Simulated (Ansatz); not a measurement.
## PdTe₂ (model structure, started from the CdCl2 type, R-3m, No. 166, 3 atoms in the cell): properties by level of theory

```json
[
 {"level (code)": "LDA (Ansatz)", "lattice constant a (Å)": "3.885", "lattice parameter c (Å)": "16.932", "cohesive energy (eV/atom)": "4.17"},
 {"level (code)": "PBE (Ansatz)", "lattice constant a (Å)": "4.025", "lattice parameter c (Å)": "17.779", "cohesive energy (eV/atom)": "3.12"},
 {"level (code)": "PBE-D3(BJ) (Ansatz)", "lattice constant a (Å)": "3.904", "lattice parameter c (Å)": "17.017", "cohesive energy (eV/atom)": "3.61"}
]
```

Ansatz's density-functional and Hartree–Fock values are scalar-relativistic unless marked +SOC, with PAW data made under PBE.

Free atoms are spin-polarised, in the lowest state found; at levels without +SOC their spin–orbit coupling is left out.

The computed numbers hold no vibrational or temperature effects.

A model structure was made by putting elements into a prototype or built by hand; it is no filed structure, need not be a known phase, and can be a saddle point held by its symmetry.

Ansatz is a quantum-chemistry and plane-wave program.
